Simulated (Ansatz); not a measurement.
```
CELL_PARAMETERS angstrom
      3.07600     0.00000     0.00000
     -1.53800     2.66390     0.00000
      0.00000     0.00000     5.04781
ATOMIC_POSITIONS crystal
  Si 0.33333 0.66667 0.49959
  Si 0.66667 0.33333 0.99959
  C  0.33333 0.66667 0.87541
  C  0.66667 0.33333 0.37541
```

Computed with HSE06, rigid bands (plane waves, PAW, scalar-relativistic; Ansatz, a program for electronic structure). Cell: cell and atoms relaxed with PBEsol.

Problem. Predict the hole conductivity mass (n e² τ/σ) at 300 K, by direction if it differs.

Solution. 1.06 (x), 1.06 (y), 1.36 (z) mₑ.

Problem. What conductivity effective mass do dilute electrons have at 300 K?

Solution. 0.42 (x), 0.42 (y), 0.25 (z) mₑ.

Problem. And the band gap?

Solution. 3.16 eV at this level.

Rigid bands, one relaxation time for all states, no polarons. Spin-orbit coupling is left out; where it splits the top of the valence band it changes the hole mass and lowers the gap by about a third of the splitting. Geometry: cell and atoms relaxed with PBEsol.
